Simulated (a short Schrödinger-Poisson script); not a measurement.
Solved with a short Schrödinger-Poisson script written for these runs: 1D Poisson equation in equilibrium, electrons quantum, Hartree (BenDaniel-Duke, 12 states a valley, the channel's in-plane mass for all, wave functions free to enter the dielectric), parabolic valleys, classical holes, full ionisation, no traps, pinning or gate leakage.

Structure: MOS inversion layer, SiO2 on p-type Si(111), at 300 K.

From the gate side: 0.8 nm SiO2; 810 nm Si, acceptors 2.8e17 cm⁻³.

Constants are typed, rounded textbook-type inputs, not results; the design itself was drawn at random and stands for no fabricated device. SiO2: permittivity 3.9, conduction-band edge (eV) 3.15, gap (eV) 9, electron mass (mₑ) 0.5. Si: permittivity 11.7, conduction-band edge (eV) 0, gap (eV) 1.124, Nv at 300 K (cm⁻³) 3.1e19.

Channel valleys (confinement mass, in-plane density-of-states mass, number): Δ6 0.258, 0.358, 6. At the gate the conduction-band edge of layer 1 lies 3.73 eV − eVg above the Fermi level of the channel; the field vanishes at the back. Gaps are held at their typed values at every temperature. Mesh 0.03 nm at interfaces.

Give the sheet density of all electrons at Vg = 1.35 V (cm⁻²); the gate voltage at 1e11 electrons/cm² (V); the lowest subband against the Fermi level at Vg = 1.35 V (meV).

sheet density of all electrons at Vg = 1.35 V (cm⁻²): 1.09e13; gate voltage at 1e11 electrons/cm² (V): 0.62; lowest subband against the Fermi level at Vg = 1.35 V (meV): 13.4.
